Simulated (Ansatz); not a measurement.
**Energy of NbSi2 (space group No. 139) less that of NbSi2 (space group No. 180), by level of theory**

No measured value is used here.

| level (code) | value (meV/atom) |
|---|---|
| PBE (Ansatz) | 103 |
| PBEsol (Ansatz) | 104 |
| PBE-D3(BJ) (Ansatz) | … |

### Question
Fill in the missing entries.

### Answer

- PBE-D3(BJ) (Ansatz, a quantum-chemistry and plane-wave program), value (meV/atom): 108

Each level is taken at its own relaxed cell. Ansatz's density-functional and Hartree–Fock values are scalar-relativistic unless marked +SOC, with PAW data made under PBE.
